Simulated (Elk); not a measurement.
Band structure of Zr₂CuSb₃ (P-4m2, 6 atoms in the cell).

```yaml
crystal:
  lattice:
    - [3.97808, 0.00000, 0.00000]
    - [0.00000, 3.97808, 0.00000]
    - [0.00000, 0.00000, 8.76379]
  atoms:
    - { symbol: Zr, position: [0.00000, 0.50000, 0.73761] }
    - { symbol: Zr, position: [0.50000, 0.00000, 0.26239] }
    - { symbol: Cu, position: [0.00000, 0.00000, 0.00000] }
    - { symbol: Sb, position: [0.50000, 0.50000, 0.00000] }
    - { symbol: Sb, position: [0.00000, 0.50000, 0.37863] }
    - { symbol: Sb, position: [0.50000, 0.00000, 0.62137] }
```

Computed with PBEsol, all-electron FP-LAPW, Elk's shipped species files, default APW+lo basis (Elk).

Settings: xctype = 22; stype = 0; swidth = 0.00999582 Ha; ngridk = 5 5 3; maxscl = 100.

The starting cell comes from a database of computed structures (which also holds hypothetical and non-ambient phases and stackings), without a prior relaxation at this level. Its lattice was rescaled by a random factor within 2.5 % of one. Spin-orbit coupling is off. Spin polarisation is off. Values depend on the basis (sphere radii, cutoffs, local orbitals), which need not be converged.

Levels in eV from the Fermi level, bands 40 to 47:
| point | 40 | 41 | 42 | 43 | 44 | 45 | 46 | 47 |
|---|---|---|---|---|---|---|---|---|
| Γ | -0.91 | -0.91 | -0.88 | 0.70 | 0.70 | 1.15 | 1.54 | 1.58 |
| X | -1.14 | -0.96 | -0.94 | 0.36 | 0.57 | 1.09 | 2.18 | 2.23 |
| M | -2.22 | -1.77 | -1.77 | -1.46 | -1.44 | 0.12 | 2.70 | 2.70 |
| Z | -1.18 | -1.18 | -0.60 | 0.00 | 0.97 | 0.97 | 1.34 | 1.55 |
| R | -1.36 | -1.34 | -0.35 | 0.21 | 0.56 | 1.29 | 2.31 | 2.40 |
| A | -2.20 | -1.47 | -1.45 | -1.18 | -1.18 | 0.16 | 2.38 | 2.38 |

Bands cross the Fermi level along this path, so the cell is metallic at this level.
